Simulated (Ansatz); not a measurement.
# Zr: uniaxial strain ε_xx = −1.00 %

Take Zr in the hcp (Mg type) structure (space group P6_3/mmc, No. 194; a = 3.182 Å, c = 5.124 Å; relaxed with 0.1 eV smearing) as the base. Axes: x lies along a and z along c of the hexagonal cell.

One thing is altered: uniaxial strain ε_xx = −1.00 %, all other strain components held at zero; the atoms relax in the strained cell.

Level of theory: DFT with PBEsol, PAW potentials and a 420 eV plane-wave cutoff in Ansatz (a quantum-chemistry and plane-wave program), scalar-relativistic without spin-orbit coupling. Settings: 21×21×11 k-points, 0.1 eV Fermi–Dirac smearing.

The volume per atom falls by 0.22 Å³ (22.47 Å³ → 22.25 Å³) and the space group becomes Cmcm (No. 63) (base: P6_3/mmc (No. 194)). The energy grows by 1.0 meV/atom and the pressure (mean of the normal stresses, compression positive) goes from zero to 1.0 GPa. The band gap remains zero and the largest internal atomic displacement is 0.016 Å. The stress (xx, yy, zz, yz, xz, xy; compression positive) is (1.4, 0.8, 0.7, 0.0, 0.0, 0.0) GPa.

Final structure:

```
Zr
1.0
    3.15067     0.00000     0.00000
   -1.57533     2.75612     0.00000
    0.00000     0.00000     5.12352
Zr
2
Cartesian
  1.57533   0.90283   3.84264
  0.00000   1.85329   1.28088
```

Cost of the whole job for the changed cell (relaxation, final SCF and bands): around 60 core-seconds (rough).

No phonon test of stability was made. All final runs are without spin polarisation.
